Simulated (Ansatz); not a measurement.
## Response to strain in InP

The parent structure is InP in the zinc blende structure (space group F-43m, No. 216; a = 5.9070 Å). Axes: x, y, z lie along the cube axes.

Strains are applied to the cell and any free atomic positions relax; under stress the whole cell relaxes.

Level of theory: r2SCAN (Ansatz, a program for electronic structure; PAW; 500 eV plane waves; spin-orbit coupling left out).

Notes on the quantities. energy relative to the base: free energy F.

```tsv
variant	shortest interatomic distance	band gap	energy relative to the base	electron mass
base	4.834 bohr	1.03 eV	0 meV/atom	0.074 mₑ (at Γ)
isotropic strain +0.67 %	4.866 bohr	0.91 eV	+2.2 meV/atom	0.066 mₑ (at Γ)
uniaxial strain ε_yy = −1.15 %	4.815 bohr	1.06 eV	+1.0 meV/atom	0.077 mₑ (at Γ)
uniaxial stress, 1 GPa tension along x	4.842 bohr	0.96 eV	+1.3 meV/atom	0.074 mₑ along x, 0.070 mₑ across (at Γ)
uniaxial stress, 8 GPa compression along z	5.182 bohr	zero	+0.536 eV/atom	–
```

A case with no gap was solved on a k-mesh chosen for an insulator, which is coarse for it. Masses are band curvatures over ±0.01 Å⁻¹ around the edge. Beyond what the load breaks, stability against distortions was not tested. The final runs are not spin-polarised. Under uniaxial stress, 8 GPa compression along z the cell changed shape so far that it is another structure.
